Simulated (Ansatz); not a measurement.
Effect of uniaxial strain ε_zz = +3.00 % on ZrB2

The parent structure is ZrB2 (space group P6/mmm, No. 191; a = 3.171 Å, c = 3.542 Å; relaxed with 0.1 eV smearing). Axes: x lies along a and z along c of the hexagonal cell.

The change: uniaxial strain ε_zz = +3.00 %, all other strain components held at zero, atoms relaxed at fixed cell.

Calculations: PBE in Ansatz (plane waves to 420 eV, PAW, scalar-relativistic without spin-orbit coupling). k-mesh 21×21×16 (Γ-centred); smearing 0.1 eV (Fermi–Dirac).

The volume per atom goes up by 0.31 Å³ to 10.59 Å³ and the space group is still P6/mmm (No. 191). The shortest interatomic distance is still 1.831 Å and the energy rises by 12 meV/atom. The pressure (mean of the normal stresses, compression positive) goes from zero to -6.1 GPa and the band gap is still zero. The stress (xx, yy, zz, yz, xz, xy; compression positive) is (-3.2, -3.2, -11.9, 0.0, 0.0, 0.0) GPa.

No phonon test of stability was made. All final runs are without spin polarisation.

Ansatz is a first-principles code.
